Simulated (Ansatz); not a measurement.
Start from PbSe in the rock salt structure (space group Fm-3m, No. 225).

```
CELL_PARAMETERS angstrom
      0.00000     3.08901     3.08901
      3.08901     0.00000     3.08901
      3.08901     3.08901     0.00000
ATOMIC_POSITIONS crystal
  Pb 0.00000 0.00000 0.00000
  Se 0.50000 0.50000 0.50000
```

Cartesian axes are those of the cell as printed.

Calculations: r2SCAN (Ansatz, a quantum-chemistry and plane-wave program, PAW, no spin-orbit coupling).

Strains are applied to the cell and any free atomic positions relax; under biaxial strain the out-of-plane vector relaxes too.

One change was made to it. Results:

The band gap decreases by 0.084 eV (0.67 eV → 0.58 eV); the smallest direct gap increases by 0.01 eV (0.67 eV → 0.68 eV); the energy increases by 0.9 meV/atom.

Q: Which of these changes matches the shifts?
A. biaxial strain +1.67 %, plane normal [111], relaxed out of plane
B. biaxial strain +0.42 %, plane normal [111], relaxed out of plane
C. biaxial strain +2.08 %, plane normal [111], relaxed out of plane
D. biaxial strain +0.83 %, plane normal [111], relaxed out of plane

A: D, biaxial strain +0.83 %, plane normal [111], relaxed out of plane. For comparison, the band gap in the other runs: biaxial strain +0.42 %, plane normal [111], relaxed out of plane gives 0.62 eV; biaxial strain +2.08 %, plane normal [111], relaxed out of plane gives 0.46 eV; biaxial strain +1.67 %, plane normal [111], relaxed out of plane gives 0.50 eV.

With Pb present, leaving out spin-orbit coupling can change the band edges. Whether these cells are dynamically stable was not tested.
